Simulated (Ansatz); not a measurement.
These are PBE (plane waves to 420 eV, PAW; Ansatz, a first-principles code) values and carry that method's errors.

Plane-averaged electrostatic potential energy along the normal, in eV from the Fermi level, for a constructed model of the (111) surface of fcc Rh, p(2x2) surface alloy, In on one Rh site of the top plane (bottom of the slab: a bare face, its two planes held):…

(z (Å), V (eV)): (3.72, 5.17); (4.01, 5.17); (4.30, 5.16); (4.58, 5.16); (4.87, 5.16); (5.16, 5.15); (5.44, 5.13); (5.73, 5.08); (6.02, 4.99); (6.30, 4.79); (6.59, 4.36); (6.88, 3.44); (7.16, 1.43); (7.45, -4.08); (7.73, -14.55); (8.02, -23.45); (8.31, -25.19); (8.59, -18.79); (8.88, -8.20); (9.17, -1.13); (9.45, -0.91); (9.74, -7.32); (10.03, -17.99); (10.31, -25.11); (10.60, -24.45); (10.89, -16.37); (11.17, -5.93); (11.46, -0.88); (11.74, -2.45); (12.03, -10.95); (12.32, -21.14); (12.60, -25.82); (12.89, -22.31); (13.18, -12.57); (13.46, -3.21); (13.75, -0.47); (14.04, -3.86); (14.32, -13.61); (14.61, -22.96); (14.90, -25.68); (15.18, -20.24); (15.47, -9.83); (15.76, -1.87); (16.04, -0.76); (16.33, -6.14); (16.61, -16.65); (16.90, -24.55); (17.19, -24.92); (17.47, -17.54); (17.76, -6.92); (18.05, -0.84); (18.33, -1.38); (18.62, -7.93); (18.91, -16.53); (19.19, -21.71); (19.48, -20.47); (19.77, -13.61); (20.05, -5.91); (20.34, -1.34); (20.62, 1.65); (20.91, 3.30); (21.20, 4.03); (21.48, 4.38); (21.77, 4.55); (22.06, 4.63); (22.34, 4.67); (22.63, 4.69); (22.92, 4.70); (23.20, 4.70); (23.49, 4.71); (23.78, 4.71); (24.06, 4.71)

Model: 24-atom slab, 11.1 Å thick at the start, 8x8x1 mesh, Fermi-Dirac 0.1 eV, dipole correction, 8 atoms held, the rest relaxed; start symmetry kept, larger cells not searched; no spin, no spin-orbit, no U. It is one candidate, not shown to be the stable structure of the face.

Q: The surface cell has an area of 25.41 Å². What dipole along the normal does the step between the two vacuum levels imply?

A: the top vacuum level lies 0.46 eV below the bottom one; p = −ε₀ A ΔV (ε₀ = 0.005526 e/(V·Å)) gives 0.06 e·Å a cell.
